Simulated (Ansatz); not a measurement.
# PBE-D3(BJ) against PBEsol-D3(BJ): hypothetical P6_3/mmc HgI2, 3 layers

Consider HgI2 in the 2H-MoS2 type structure (space group P6_3/mmc, No. 194; a = 4.166 Å, c = 14.183 Å; a hypothetical phase, not in the database extracts checked).

(Cell as relaxed with PBE-D3(BJ).)

Levels (all Ansatz, an electronic-structure program, PAW, earlier PAW set): PBE-D3(BJ) (420 eV, without spin-orbit coupling); PBEsol-D3(BJ) (420 eV, without spin-orbit coupling).

Each level relaxes its own structure.

```csv
base,PBE-D3(BJ),PBEsol-D3(BJ)
volume per atom,35.53 Å³,32.44 Å³
lattice parameter a,4.166 Å,4.071 Å
band gap,0.34 eV,zero
```

One thing is altered: a free-standing slab of 3 layers (9 atoms, 3 a layer) is cut normal to the stacking axis, with 15 Å of vacuum and the in-plane cell relaxed.

```tsv
quantity	PBE-D3(BJ)	PBEsol-D3(BJ)
gap character	indirect, Γ → M	indirect, K–Γ (44 % along) → M
band gap	0.63 eV	0.40 eV
shortest interatomic distance	3.073 Å	3.012 Å
in-plane lattice parameter a	4.167 Å	4.074 Å
excess energy per area of both faces (slab less bulk energy over the cell's area: twice a surface energy) (uncertain by up to 0.1 J/m²)	0.3 J/m²	0.4 J/m²
```

They disagree on the gap character; PBE-D3(BJ)'s band gap lies 0.23 eV above PBEsol-D3(BJ)'s; PBE-D3(BJ)'s shortest interatomic distance lies 0.061 Å above PBEsol-D3(BJ)'s (2.0 %); PBE-D3(BJ)'s in-plane lattice parameter a lies 0.093 Å above PBEsol-D3(BJ)'s; PBE-D3(BJ)'s excess energy per area of both faces lies 0.18 J/m² below PBEsol-D3(BJ)'s. Neither level is exact; PBEsol-D3(BJ) is the comparison here, not a measurement.

Slab and bulk use different k-meshes, which limits the precision of the excess energy. Spin-orbit coupling, missing from the scalar runs, can matter with Hg and I. Stability against distortions was not tested. The final runs are not spin-polarised. The zero or small gap of HgI2 can change with the level of theory. k-point labels follow each cell's own Brillouin zone.
